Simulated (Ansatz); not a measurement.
**HfN: response to strain**

The parent structure is HfN in the rock salt structure (space group Fm-3m, No. 225; a = 4.5257 Å; relaxed with 0.1 eV smearing). Axes: x, y, z lie along the cube axes.

Strains are applied to the cell and any free atomic positions relax; under biaxial strain the out-of-plane vector relaxes too.

The values are results of plane-wave PAW DFT at the r2SCAN level (Ansatz, a first-principles code, 500 eV), without spin-orbit coupling, not measurements.

Notes on the quantities. in-plane stress: mean in-plane stress (compression positive); energy relative to the base: free energy F.

```tsv
change	out-of-plane strain	in-plane stress	energy relative to the base
base	–	–	0 meV/atom
biaxial strain +0.50 %, plane normal [001], relaxed out of plane	-0.19 %	___	+1.2 meV/atom
biaxial strain +1.00 %, plane normal [001], relaxed out of plane	-0.38 %	___	+4.7 meV/atom
biaxial strain +1.50 %, plane normal [001], relaxed out of plane	-0.57 %	-9.3 GPa	+10 meV/atom
biaxial strain +2.00 %, plane normal [001], relaxed out of plane	-0.76 %	-12.0 GPa	+18 meV/atom
biaxial strain +2.50 %, plane normal [001], relaxed out of plane	___	-14.5 GPa	+28 meV/atom
biaxial strain +3.00 %, plane normal [001], relaxed out of plane	-1.12 %	-16.8 GPa	+39 meV/atom
```

**Question.** Some entries are withheld; estimate them.

**Answer.** 
- biaxial strain +0.50 %, plane normal [001], relaxed out of plane, in-plane stress: -3.3 GPa
- biaxial strain +1.00 %, plane normal [001], relaxed out of plane, in-plane stress: -6.4 GPa
- biaxial strain +2.50 %, plane normal [001], relaxed out of plane, out-of-plane strain: -0.94 %

No phonon test of stability was made. All final runs are without spin polarisation. An odd electron count without spin: HfN.
